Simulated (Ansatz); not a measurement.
The starting structures come from a database of crystals and need not be the phases stable at ambient conditions.

```yaml
crystal:
  lattice:
    - [4.00429, 0.00000, 0.00000]
    - [0.00000, 4.00429, 0.00000]
    - [2.00214, 2.00214, 2.83146]
  atoms:
    - { symbol: Be, position: [0.00000, 0.00000, 0.00000] }
    - { symbol: Te, position: [0.25000, 0.75000, 0.50000] }
```

Space group of this cell: F-43m, zinc blende. The cell is taken as given.

The current runs along the normal of the first two printed vectors, the (001) plane. All runs by Ansatz (a first-principles code), plane waves and PAW, without spin-orbit coupling; the base is r2SCAN.

```tsv
run	mean pressure (GPa)	gap (eV)	mid-gap κ (1/Å)
base	-0.2	2.38	0.212
all lengths scaled by 0.98	3.8	2.23	0.216
all lengths scaled by 1.02	-3.3	2.52	0.207
lda in place of r2scan	-3.3	1.92	0.186
lengths across the current scaled by 0.98, ions clamped	2.4	(withheld)	(withheld)
lengths across the current scaled by 1.02, ions clamped	-2.3	(withheld)	(withheld)
lengths along the current scaled by 0.97, ions clamped	1.7	2.06	0.207
lengths along the current scaled by 1.03, ions clamped	-1.8	2.33	0.214
pbesol in place of r2scan	-1.8	(withheld)	0.186
```

**Question.** Fill in the missing entries.

**Answer.** 
- lengths across the current scaled by 0.98, ions clamped, gap (eV): 2.19
- lengths across the current scaled by 0.98, ions clamped, mid-gap κ (1/Å): 0.219
- lengths across the current scaled by 1.02, ions clamped, gap (eV): 2.32
- lengths across the current scaled by 1.02, ions clamped, mid-gap κ (1/Å): 0.205
- pbesol in place of r2scan, gap (eV): 1.91
